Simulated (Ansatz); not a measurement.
Levels about the gap of amorphous Si₂₄O₄₈NaCl (74 atoms in a cell of 1136 Å³, 2.19 g/cm³; zone centre alone, so wide bands show as single levels with stretches between that a denser mesh fills), at the geometry that PBE relaxed, where it gives 0.1 GPa on a denser mesh. Exact exchange is cut at the faces of this small cell, which leaves a finite-size error. The participation number counts the atoms over which a state spreads; weights are charges in smoothed Voronoi cells. The levels come from a single point, so bond lengths are those of that geometry. Method of the levels: HSE06, scalar-relativistic without spin-orbit coupling (Ansatz, an electronic-structure program). Sampling: the zone centre alone; Fermi-Dirac width 0.01 eV; collinear spin, started from moments on atoms (the moments died out). At PBE the levels at the filled edge of the gap are localised (band-tail or defect states), and the nearest spread-out levels lie 5.0 eV apart at the zone centre.

The cell was made by melting and quenching with the CHGNet potential and then relaxed with DFT. Anions were pushed apart under 1.9 Å during the dynamics, to hinder bonds among them. The hot cell started wider than the set density and was brought back towards it in steps. It is the lowest in DFT energy of 2 quenches. It is a model cell: composition and starting density were chosen by hand, and all elements were melted together. No dispersion term was used. Its density started from a set value of 2.21 and ended at 2.19 g/cm³. The simulated quench (nominally 320 K/ps over its main leg) is rapid and tends to freeze in more defects than a deposited or slowly cooled glass has. Values belong to this one cell and scatter from quench to quench. The volume was free in the relaxation, at fixed shape. Stress components on the final sampling reach 2.9 GPa.

```
E - E(highest filled), eV  filling  spin  participation number        largest on  weight O  weight Cl  weight Si  weight Na
-------------------------  -------  ----  --------------------  ----------------  --------  ---------  ---------  ---------
-2.30                       filled    dn                   3.3  Cl, 1 neighbours      0.46       0.51       0.03       0.00
-1.66                       filled    up                   2.0   O, 1 neighbours      0.89       0.00       0.11       0.00
-1.66                       filled    dn                   2.0   O, 1 neighbours      0.89       0.00       0.11       0.00
-0.08                       filled    up                   1.5   O, 1 neighbours      0.93       0.00       0.07       0.00
-0.08                       filled    dn                   1.5   O, 1 neighbours      0.93       0.00       0.07       0.00
0.00                        filled    up                   1.5   O, 1 neighbours      0.93       0.00       0.07       0.00
0.00                        filled    dn                   1.5   O, 1 neighbours      0.93       0.00       0.07       0.00
4.35                         empty    up                  58.2  Na, 3 neighbours      0.68       0.02       0.26       0.05
4.35                         empty    dn                  58.2  Na, 3 neighbours      0.68       0.02       0.26       0.05
5.90                         empty    dn                  33.4   O, 2 neighbours      0.63       0.00       0.30       0.06
5.90                         empty    up                  33.4   O, 2 neighbours      0.63       0.00       0.30       0.06
6.02                         empty    up                  33.6   O, 2 neighbours      0.60       0.02       0.33       0.05
6.02                         empty    dn                  33.6   O, 2 neighbours      0.60       0.02       0.33       0.05
6.14                         empty    up                  40.4  Na, 3 neighbours      0.57       0.04       0.32       0.07
```

Most localised among these is the filled level at -0.00 eV, on a O atom, which has 1 neighbours (Si 1.54 Å).
